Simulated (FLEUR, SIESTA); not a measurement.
A FLEUR input for a self-consistent single point of Cu (Fm-3m, 1 atom in the cell) (DFT, PBE, all-electron FLAPW (FLEUR), scalar-relativistic valence):

Input of the input generator:

```
scf Cu
&input film=f /
0.0000000000 3.4139829962 3.4139829962
3.4139829962 0.0000000000 3.4139829962
3.4139829962 3.4139829962 0.0000000000
1.0
1.0 1.0 1.0

1
29 0.0000000000 0.0000000000 0.0000000000

&comp jspins=1 /
&kpt div1=16 div2=16 div3=16 gamma=t /
&end /
```

```xml
<?xml version="1.0" encoding="UTF-8" standalone="no"?>
<fleurInput fleurInputVersion="0.39">
   <comment>
      scf Cu                                                                                              
   </comment>
   <calculationSetup>
      <cutoffs Kmax="3.6" Gmax="14.4" GmaxXC="14.4" numbands="0"/>
      <scfLoop itmax="100" minDistance="0.00001" maxIterBroyd="15" imix="Anderson" alpha="0.05" precondParam="0.0" spinf="2.0"/>
      <coreElectrons ctail="T" frcor="F" kcrel="0" coretail_lmax="0"/>
      <xcFunctional name="pbe" relativisticCorrections="F"/>
      <magnetism jspins="1"/>
      <soc l_soc="F" theta="0.0" phi="0.0" spav="F"/>
      <expertModes spex="0" secvar="F"/>
      <geometryOptimization l_f="T" forcealpha="1.0" forcemix="BFGS" epsdisp="0.00001" epsforce="0.00001"/>
      <ldaU l_linMix="F" mixParam="0.05" spinf="1.0"/>
   </calculationSetup>
   <cell>
      <bzIntegration valenceElectrons="11.0" mode="hist" fermiSmearingEnergy="0.00499791">
         <kPointListSelection listName="default-1"/>
         <!-- k-points included here -->
         <xi:include xmlns:xi="http://www.w3.org/2001/XInclude" href="kpts.xml"> </xi:include>
      </bzIntegration>
      <!-- symmetry operations included here -->
      <xi:include xmlns:xi="http://www.w3.org/2001/XInclude" href="sym.xml"> </xi:include>
      <bulkLattice scale="1.0">
         <bravaisMatrix>
            <row-1>    0.0000000000000000     3.4139829962000001     3.4139829962000001</row-1>
            <row-2>    3.4139829962000001     0.0000000000000000     3.4139829962000001</row-2>
            <row-3>    3.4139829962000001     3.4139829962000001     0.0000000000000000</row-3>
         </bravaisMatrix>
      </bulkLattice>
   </cell>
   <atomSpecies>
      <species name="Copper (Cu)" element="Cu" atomicNumber="29">
         <mtSphere radius="2.20" gridPoints="777" logIncrement="0.016"/>
         <atomicCutoffs lmax="8" lnonsphr="6"/>
         <electronConfig flipSpins="F">
            <coreConfig>(1s1/2) (2s1/2) (2p1/2) (2p3/2) (3s1/2) (3p1/2) (3p3/2)</coreConfig>
            <valenceConfig>(4s1/2) (3d3/2) (3d5/2)</valenceConfig>
            <stateOccupation state="(4s1/2)" spinUp="0.5" spinDown="0.5"/>
         </electronConfig>
         <energyParameters s="4" p="4" d="3" f="4"/>
      </species>
   </atomSpecies>
   <atomGroups>
      <atomGroup species="Copper (Cu)">
         <relPos label="                   1">.0000000000 .0000000000 .0000000000</relPos>
         <force calculate="T" relaxXYZ="TTT"/>
      </atomGroup>
   </atomGroups>
   <output dos="F" band="F" slice="F">
      <checks vchk="F" cdinf="F"/>
      <bandDOS minEnergy="-.5*Htr" maxEnergy="0.5*Htr" sigma="0.015" storeEVData="T"/>
      <vacuumDOS vacdos="F" integ="F" star="F" nstars="0" locx1="0.0" locy1="0.0" locx2="0.0" locy2="0.0" nstm="0" tworkf="0.0"/>
      <unfoldingBand unfoldBand="F" supercellX="1" supercellY="1" supercellZ="1"/>
      <plotting iplot="0" polar="F">
         <plot TwoD="T" vec1="  1.0  0.0  0.0" vec2="  0.0  1.0  0.0" vec3="  0.0  0.0  1.0" zero="  0.0  0.0  0.0" file="plot"/>
      </plotting>
      <chargeDensitySlicing numkpt="0" minEigenval="0.0" maxEigenval="0.0" nnne="0" pallst="F"/>
      <specialOutput eonly="F"/>
      <magneticCircularDichroism mcd="F" energyLo="-10.0" energyUp="0.0"/>
   </output>
  <!-- We include the file relax.xml here to enable relaxations (see documentation) -->
  <xi:include xmlns:xi="http://www.w3.org/2001/XInclude" href="relax.xml"> <xi:fallback/> </xi:include>
</fleurInput>
```

Task: Write the same calculation as an input for SIESTA.

Result: This is the input that was run; spellings and numerical settings could be chosen otherwise.

```
# files in the folder: Cu.psml (PseudoDojo PBE standard)
SystemName  Cu
SystemLabel siesta

NumberOfAtoms                1
NumberOfSpecies              1
%block ChemicalSpeciesLabel
  1 29 Cu
%endblock ChemicalSpeciesLabel
LatticeConstant              1.0 Ang
%block LatticeVectors
     0.000000000    1.806602000    1.806602000
     1.806602000    0.000000000    1.806602000
     1.806602000    1.806602000    0.000000000
%endblock LatticeVectors
AtomicCoordinatesFormat      Bohr
%block AtomicCoordinatesAndAtomicSpecies
     0.000000000    0.000000000    0.000000000  1
%endblock AtomicCoordinatesAndAtomicSpecies

XC.functional                GGA
XC.authors                   PBE
PAO.BasisSize                DZP
PAO.EnergyShift              0.01 Ry
MeshCutoff                   350 Ry
%block kgrid.MonkhorstPack
   16   0   0  0.0
    0  16   0  0.0
    0   0  16  0.0
%endblock kgrid.MonkhorstPack
OccupationFunction           FD
ElectronicTemperature        136.0 meV

MaxSCFIterations             150
SCF.Mixer.Method             Broyden
SCF.Mixer.Weight             0.1
SCF.Mixer.History            6
SCF.DM.Tolerance             1.0E-05
Diag.ParallelOverK           true
WriteForces                  true
```

Basis settings and potentials, where a program has them, do not carry over. This input uses DFT, GGA PBE, numerical atomic orbitals DZP, PseudoDojo PBE standard norm-conserving potentials (rewritten from UPF to PSML).

The starting cell comes from a database of computed structures (which also holds hypothetical and non-ambient phases and stackings), without a prior relaxation at this level. Its lattice was rescaled by a random factor within 2.5 % of one.
